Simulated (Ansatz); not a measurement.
Some atoms of an NVE trajectory of composition Si15P, cell Si60P4, first heated far above this temperature, then brought to it [in the run: it was liquid; mean temperature 1887 K (target 1840 K); density 2.47 g/cm³]; time step 2.0 fs, velocity Verlet. Level of theory: PBE (plane waves, PAW; Ansatz, a quantum-chemistry and plane-wave program). On the run's last frame a denser k-mesh moved the forces by 0.103 eV/Å rms, the static pressure by 0.07 GPa and the free energy by 10 meV/atom, which is about how far such values are converged.

| atom | mass (u) | x y z (Å) | v (Å/fs) | F (eV/Å) |
|---|---|---|---|---|
| Si18 | 28.085 | 4.96178 8.70025 16.47629 | -0.013401 -0.007048 0.015046 | -0.4332 -1.0066 0.6494 |
| Si19 | 28.085 | 10.33455 5.67771 2.21983 | 0.003808 0.005060 0.002244 | 0.5176 -0.5593 -0.3424 |
| Si23 | 28.085 | 1.60507 3.25537 3.18088 | 0.014348 0.005086 0.007416 | 0.3349 1.7877 -0.2473 |
| Si34 | 28.085 | 6.08266 10.24305 10.12052 | -0.014645 -0.004101 0.002714 | 0.9534 0.1741 -0.8489 |
| Si46 | 28.085 | -5.48490 0.90866 4.84323 | 0.004149 -0.012522 0.013695 | 0.1428 -0.3718 0.1606 |
| P64 | 30.974 | 10.97719 1.96054 6.06789 | 0.004549 0.003231 0.004785 | -0.8893 0.6753 0.4057 |

Q: Give their positions one step later.

A: x' = x + vΔt + FΔt²/(2m), with 1 eV/(Å·u) = 0.0096485 Å/fs².
| atom | x' y' z' (Å) |
|---|---|
| Si18 | 4.93468 8.68547 16.50683 |
| Si19 | 10.34252 5.68744 2.22408 |
| Si23 | 1.63400 3.26677 3.19554 |
| Si34 | 6.05402 10.23497 10.12536 |
| Si46 | -5.47650 0.88336 4.87073 |
| P64 | 10.98573 1.96743 6.07771 |
